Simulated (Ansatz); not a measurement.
**Sr₄N₂O (model structure, started from the Ca4P2O type, I4/mmm, No. 139, 7 atoms in the cell)**

Calculation: PBE (Ansatz, a first-principles code, plane waves, PAW).

Numerical settings: plane-wave cutoff 520 eV, 16×16×16 k mesh, Fermi–Dirac smearing 0.05 eV, scalar-relativistic PAW data made under PBE.

Cell (relaxed with PBEsol):

```
CELL_PARAMETERS angstrom
     -2.31572     2.31572     6.81279
      2.31572    -2.31572     6.81279
      2.31572     2.31572    -6.81279
ATOMIC_POSITIONS crystal
  Sr 0.80765 0.80765 0.00000
  Sr 0.19235 0.19235 0.00000
  Sr 0.50000 0.00000 0.50000
  Sr 0.00000 0.50000 0.50000
  N  0.62952 0.62952 0.00000
  N  0.37048 0.37048 0.00000
  O  0.00000 0.00000 0.00000
```

```
Quantity                                                                                 Result
-------------------------------------------  --------------------------------------------------
band gap                                     0.02 eV (under three smearing widths, so not firm)
smallest direct gap on the k points sampled  0.03 eV (under three smearing widths, so not firm)
```

Note: the relaxation could raise the start's symmetry but not lower it, so the cell can be a saddle point; cell and atoms aren't relaxed at this level (largest force component 0.03 eV/Å, pressure 2.8 GPa).

Spin–orbit coupling is not included; it can close the smallest gap of 0.02 eV.

Computed values are for the static lattice.

A model structure was made by putting elements into a prototype or built by hand; it is no filed structure, need not be a known phase, and can be a saddle point held by its symmetry.
